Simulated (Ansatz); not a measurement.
# HgSe: energy against strain

HgSe (zinc blende, F-43m, 28.833 Å³/atom at rest, cube axes along x, y and z) under a strain ε along a cube axis (axis z), the other axes held. PBEsol in Ansatz, a plane-wave DFT program (PAW, default set), 420 eV, 9×9×9 Γ-centred mesh, Fermi-Dirac smearing 0.05 eV; ions are relaxed within the symmetry of each cell.

Here s stands for strain and y for E less E0.

```csv
strain (%),E less E0 (meV/atom)
-1.50,1.28
-1.00,0.57
-0.50,0.15
0.00,0.00
0.50,0.13
1.00,0.53
1.50,1.20
3.00,?
```

Fit y of the 7 rows that show it with a parabola. Least squares gives y = 0.001 - 0.0243·s + 0.5505·s². Residuals (row less fit): 0.004, -0.006, -0.001, -0.001, 0.004, 0.003, -0.003; standard error 0.004 (degrees of freedom: 4). Twice the quadratic coefficient over the volume, 2 × 0.5505 meV × 10⁴ × 0.1602 / 28.833 Å³, is the elastic constant C11 = 61 ± 0.2 GPa.

Question: Estimate the missing y (s = 3.00); what did the run itself give?

Answer: y = 0.001 - 0.0243 × 3.0 + 0.5505 × 3.0² = 4.883 meV/atom. The calculation gives 4.80 meV/atom, 0.083 meV/atom below the prediction (1.7 % of the range of y in the table). The row lies outside the fitted rows, so this is an extrapolation. The fitted rows scatter only by rounding.

One order more, fitted to all 13 runs of the series, follows each within 0.01, so the miss is the next term of a smooth law. This level leaves no gap over 0.05 eV at strain -1.50, -1.00, -0.50, 0.00, 0.50, 1.00, 1.50, 3.00, where the mesh may be coarse. Rows are the converged runs of the series near zero and its far end; series whose fitted rows scatter by over a few per cent of the range, as at a crossing or softening among them, aren't shown in this form. Most that stay on the fit to the last digits aren't either.
